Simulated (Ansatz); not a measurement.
Consider GeS in the GeS type structure (space group Pnma, No. 62; layered, stacked along the Cartesian x axis).

Space group Pnma (No. 62); a = 10.6609 Å, b = 3.6812 Å, c = 4.3557 Å, α = 90.00°, β = 90.00°, γ = 90.00°

```csv
atom,site,symmetry,x,y,z
Ge,4c,.m.,0.3754,0.2500,0.3651
S,4c,.m.,0.1507,0.2500,0.4950
```

All numbers come from Ansatz (a first-principles code), PBE-D3(BJ), PAW, cutoff 420 eV, without spin-orbit coupling.

Before the change:

```
Property            Value
---------------  --------
Band gap          1.24 eV
Volume per atom  21.37 Å³
```

It is then changed as follows: a negative pressure, −1 GPa.

Problem. Predict the new valence-band top at Γ, band gap and volume per atom.

Solution. The valence-band top at Γ (three highest levels, from the VBM) is 0.00, -0.70, -0.81 eV; the band gap grows by 0.037 eV, from 1.24 eV to 1.27 eV; the volume per atom increases by 0.41 Å³ to 21.78 Å³.

Load acts through the strain it causes; cell and atoms are relaxed under it. Stability against distortions was not tested. The D3 term's C6 switches between coordination references near this geometry, which can add small steps to energies.
